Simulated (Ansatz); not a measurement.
## A computed series for InAs: response to strain

Take InAs in the zinc blende structure (space group F-43m, No. 216; a = 6.1093 Å) as the base. Axes: x, y, z lie along the cube axes.

Strains are applied to the cell and any free atomic positions relax; under biaxial strain the out-of-plane vector relaxes too; under stress the whole cell relaxes.

All numbers come from DFT with r2SCAN, PAW potentials and a 500 eV plane-wave cutoff in Ansatz (an electronic-structure program), no spin-orbit coupling.

```tsv
change	pressure	space group	volume per atom
base	0.00 GPa	F-43m (No. 216)	28.50 Å³
biaxial strain −0.20 %, plane normal [110], relaxed out of plane	0.15 GPa	Imm2 (No. 44)	28.43 Å³
isotropic strain +1.74 %	-2.6 GPa	F-43m (No. 216)	30.02 Å³
isotropic strain +2.79 %	-3.9 GPa	F-43m (No. 216)	30.96 Å³
isotropic strain +4.47 %	(withheld)	F-43m (No. 216)	32.50 Å³
uniaxial strain ε_xx = +4.41 %	-2.3 GPa	I-4m2 (No. 119)	29.76 Å³
uniaxial strain ε_yy = −3.42 %	2.13 GPa	I-4m2 (No. 119)	27.53 Å³
uniaxial stress, 8 GPa tension along z	–	I-4m2 (No. 119)	29.85 Å³
tensor shear ε_xz = −0.19 %	0.00 GPa	Imm2 (No. 44)	28.50 Å³
tensor shear ε_xz = +2.76 %	0.0 GPa	Imm2 (No. 44)	28.48 Å³
```

Problem. What belongs in the blanks?

Solution. 
- isotropic strain +4.47 %, pressure: -5.5 GPa

A case with no gap was solved on a k-mesh chosen for an insulator, which is coarse for it. Stability under load was not tested beyond the relaxation. All final runs are without spin polarisation.
